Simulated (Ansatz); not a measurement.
SiC under load (space group P6_3mc), PBE with spin-orbit coupling, rigid bands (Ansatz, a quantum-chemistry and plane-wave program). Condition of this run: hydrostatic pressure of 5 GPa (compression positive) (the target of the relaxation). Band gap 2.23 eV, N_c = 1.06e19 cm⁻³ and N_v = 6.72e19 cm⁻³ at 300 K, conductivity masses along z (a = (3.05, 0.00, 0.00) Å; b = (-1.53, 2.64, 0.00) Å; c = (0.00, 0.00, 5.01) Å) of 0.266 mₑ (electrons) and 1.51 mₑ (holes). Take k_BT = 0.02585 eV.

Problem. What built-in voltage has an abrupt junction with N_A = 1e16 and N_D = 1e17 cm⁻³, all dopants ionised?

Solution. V_bi = E_g/e − (k_BT/e) ln(N_c N_v/(N_A N_D)) = 2.23 − 0.02585 × 13.48 = 1.88 V, for the computed gap.

Problem. A film of it is 3 nm thick, with its normal along the direction named. Estimate the confinement energies in an infinite well.

Solution. ħ²π²/(2m t²) = 0.376 eV·nm²/(m/mₑ × t²) gives 157 meV for electrons and 27.7 meV for holes, so the gap would widen to about 2.41 eV. Finite barriers and nonparabolic bands lower this, and with several valleys or bands the heaviest mass along the normal sets the lowest level, not this average.

Problem. Find the intrinsic carrier density and the intrinsic Fermi level.

Solution. n_i = √(N_c N_v) exp(−E_g/2k_BT) = 2.67e19 × exp(−43.13) = 5.0e0 cm⁻³. The level lies (k_BT/2) ln(N_v/N_c) = 24 meV from mid-gap (positive towards the conduction band). Each 0.1 eV added to the gap lowers n_i by a factor of 6.9.

Rigid bands with the computed gap; masses take one relaxation time for all states. Geometry: cell and atoms relaxed with PBEsol.
